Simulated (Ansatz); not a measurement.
Formation energy of the localised charge states of O vacancy + N on the O site + N on the O site (V_O+N_O+N_O) in metastable polar orthorhombic HfO2 (start: the O(1) site; O(2) 2.55 Å away; O(1) 2.83 Å away; 96-site cell, 2×2×2 shifted sampling) against the Fermi level, Hf-rich (Δμ(O) = -5.15 eV, Δμ(N) = -3.31 eV, bounded by rock-salt HfN; only phases computed here count, gases as isolated molecules at 0 K). Method: PBE, PAW (plane waves to 420 eV; Ansatz, a quantum-chemistry and plane-wave program).

Charges with a result: +1, 0. Others weren't obtained, and one of them could lie lower, also by skipping a charge.

Details: 96-site cell; 2×2×2 shifted k-points; host gap 4.36 eV; charged states image-corrected; no spin–orbit coupling; energies good to tenths of an eV; flagged in the runs: a host whose relaxation on this sampling wasn't shown to rest, a strain field that reaches the edge of the cell.

```
E_F − E_VBM (eV)  q = +1  q = 0
----------------  ------  -----
0.00                2.17   3.36
0.55                2.72   3.36
1.09                3.26   3.36
1.64                3.81   3.36
2.18                4.36   3.36
2.73                4.90   3.36
3.27                5.45   3.36
3.82                5.99   3.36
4.36                6.54   3.36
```

Crossings of the lowest lines: (+1/0) at 1.19 eV.
